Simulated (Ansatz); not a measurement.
Troubleshooting Ansatz (a first-principles code): a failed run on K3Zn2Cl7 (P1, 12 atoms in the cell). The aim is a self-consistent single point with DFT, PBE, plane waves, default PAW files.

Cell that was meant: a = 13.1121 Å, b = 13.1121 Å, c = 13.1121 Å, α = 158.71°, β = 158.71°, γ = 30.29°.

Part of the input:

Ansatz 0.2 input:
```yaml
    - [2.422057, -2.422057, 12.656801]
    - [2.422057, 2.422057, -12.656801]
  atoms:
    - { symbol: K, position_ang: [0.497074, 0.503710, 0.001899] }
    - { symbol: K, position_ang: [0.313165, 0.308834, -0.007480] }
    - { symbol: K, position_ang: [0.682792, 0.692258, 0.004658] }
    - { symbol: Zn, position_ang: [0.098771, 0.095284, 0.000835] }
    - { symbol: Zn, position_ang: [0.901783, 0.898983, -0.004999] }
    - { symbol: Cl, position_ang: [-0.004379, 0.005920, 0.002177] }
    - { symbol: Cl, position_ang: [0.592828, 0.091437, 0.493033] }
    - { symbol: Cl, position_ang: [0.094794, 0.589718, 0.493742] }
    - { symbol: Cl, position_ang: [0.414932, 0.901785, 0.507183] }
    - { symbol: Cl, position_ang: [0.911045, 0.400722, 0.503323] }
    - { symbol: Cl, position_ang: [0.192798, 0.203538, 0.007936] }
    - { symbol: Cl, position_ang: [0.804394, 0.807819, -0.002329] }
kpoints:
  mp_grid: { grid: [3, 3, 4], shift: [0.5, 0.5, 0.5] }
hamiltonian:
```

Log, with long lists cut:

```
WARN basis.ecutwfc = 420 eV, the default
WARN ansatz: RAYON_NUM_THREADS=1 ignored (pool sized by the plan → 1); use --threads N
basis.fft_grid_basis auto: the FFT boxes are laid along the combinations [[1, 0, 1], [0, 1, 1], [0, 0, 1]] of the cell's own vectors, 4.844, 4.844 and 13.112 Å …
Pseudopotentials: kind: paw
Pseudopotential: K, paw, valence charge 9
Pseudopotential: Zn, paw, valence charge 12
Pseudopotential: Cl, paw, valence charge 7
Error: SCF: the overlap matrix is not positive definite, so this SCF or pass stopped before solving anything: energies and bands computed with it would not be physical. With PAW pseudopotential files every eigenvalue of that matrix must be above 0; at 18 of 18 k-points the lowest is not, and the worst, at k-point 1 (counted from zero), is -1.1e0 (as computed, with no allowance for rounding). The cause is the files, the structure or the cutoff, not the eigensolver. Where the projector spheres of two atoms overlap (a projector without an augmentation charge has none), move the closest atoms apart or use files with smaller projector spheres; norm-conserving files [...]
```

Read the log: what does the program object to, and what is the fix?

The fault is this: fractional positions typed under position_ang; here the program stops on it instead of giving results. To fix it, make label and numbers agree, by changing either. The program stopped before any SCF iteration.

An input that runs soundly differs in these lines (not the only fix; some lines may just follow from the change or write a value another way):
```diff
-    - { symbol: K, position_ang: [0.497074, 0.503710, 0.001899] }
-    - { symbol: K, position_ang: [0.313165, 0.308834, -0.007480] }
-    - { symbol: K, position_ang: [0.682792, 0.692258, 0.004658] }
-    - { symbol: Zn, position_ang: [0.098771, 0.095284, 0.000835] }
-    - { symbol: Zn, position_ang: [0.901783, 0.898983, -0.004999] }
-    - { symbol: Cl, position_ang: [-0.004379, 0.005920, 0.002177] }
-    - { symbol: Cl, position_ang: [0.592828, 0.091437, 0.493033] }
-    - { symbol: Cl, position_ang: [0.094794, 0.589718, 0.493742] }
-    - { symbol: Cl, position_ang: [0.414932, 0.901785, 0.507183] }
-    - { symbol: Cl, position_ang: [0.911045, 0.400722, 0.503323] }
-    - { symbol: Cl, position_ang: [0.192798, 0.203538, 0.007936] }
-    - { symbol: Cl, position_ang: [0.804394, 0.807819, -0.002329] }
+    - { symbol: K, position: [0.497075, 0.503710, 0.001897] }
+    - { symbol: K, position: [0.313165, 0.308832, -0.007475] }
+    - { symbol: K, position: [0.682793, 0.692256, 0.004664] }
+    - { symbol: Zn, position: [0.098771, 0.095285, 0.000835] }
+    - { symbol: Zn, position: [0.901784, 0.898983, -0.005011] }
+    - { symbol: Cl, position: [-0.004378, 0.005917, 0.002181] }
+    - { symbol: Cl, position: [0.592825, 0.091438, 0.493038] }
+    - { symbol: Cl, position: [0.094794, 0.589718, 0.493746] }
+    - { symbol: Cl, position: [0.414933, 0.901782, 0.507192] }
+    - { symbol: Cl, position: [0.911044, 0.400722, 0.503321] }
+    - { symbol: Cl, position: [0.192798, 0.203538, 0.007940] }
+    - { symbol: Cl, position: [0.804396, 0.807818, -0.002328] }
```

With that input, the run converged in 7 iterations: free energy E − TS (on the zero of these files) -18825.9074 eV; top of the valence band (on the code's own zero) 2.77 eV; gap on the k-point mesh 2.50 eV; pressure 2.22 GPa; largest force (vector length) 0.347 eV/Å (DFT, PBE, plane waves, default PAW files).

On the sound input: the starting cell was generated: these elements placed on a structure prototype, without a prior relaxation; it need not be a known phase or ordering of this composition. Its atoms were displaced at random from the sites of space group no. 139. Ansatz's pressure includes its estimate of the finite-basis (Pulay) stress. The shifted mesh does not hold Γ, so a gap read on it misses any band edge there.
